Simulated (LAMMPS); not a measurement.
MD of Cu3Au (L1_2) at zero pressure, 4000 atoms, as a liquid; each row is its own run.

All values are model results, not measurements: classical MD, pair style eam, the elements' _u3.eam files (universal-3 set of Foiles, Baskes and Daw); code LAMMPS.

| T (K) | D(Cu) (cm²/s) |
|---|---|
| 1080 | 1.80e-5 |
| 1200 | 2.37e-5 |
| 1320 | 3.15e-5 |
| 1680 | 6.15e-5 |
| 1920 | 8.75e-5 |

Q: Fit an Arrhenius law, ln y = a + b / x, to these rows (x is the first column, y the second) and predict the run at x = 1500.

A: Least squares gives a = -7.3335 and b = -3940. The slope times kB gives an activation energy of 0.34 eV. At x = 1500 the fit predicts 4.72e-5 cm²/s. The run itself gave (4.50 ± 0.06) × 10^-5 cm²/s, so the fit is 4.9 % high.

Caution: a run this short can hold a crystal over, or a liquid under, the potential's own melting point, which these runs don't give.

Errors of D are the spread over four groups of atoms in one short run; a floor of about 5 %, a picked value, is safer.
